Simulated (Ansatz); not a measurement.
The starting structures come from a database of crystals and need not be the phases stable at ambient conditions.

 Where the default PAW files enter, the runs use the earlier of Ansatz's two default sets.

By LDA, the system below comes out a metal.

```
CELL_PARAMETERS angstrom
      2.82510     0.00000     0.00000
     -1.41255     2.44661     0.00000
      0.00000     0.00000    12.60137
ATOMIC_POSITIONS crystal
  Al 0.66667 0.33333 0.25000
  Al 0.33333 0.66667 0.75000
  Cr 0.33333 0.66667 0.41494
  Cr 0.66667 0.33333 0.58506
  Cr 0.66667 0.33333 0.91494
  Cr 0.33333 0.66667 0.08506
  C  0.00000 0.00000 0.50000
  C  0.00000 0.00000 0.00000
```

Space group of this cell: P6_3/mmc. The cell is taken as given; by LDA its mean pressure is -8.6 GPa.

The current flows along the normal of the first two printed cell vectors, the (001) plane of the conventional cell. No spin-orbit coupling; the value is a mean over 0.1 eV about the Fermi level.

**Question.** Give the ballistic conductance per area that LDA run with Ansatz (a first-principles code) yields.

**Answer.** 0.42 × 10¹⁵ S/m² for both spins.
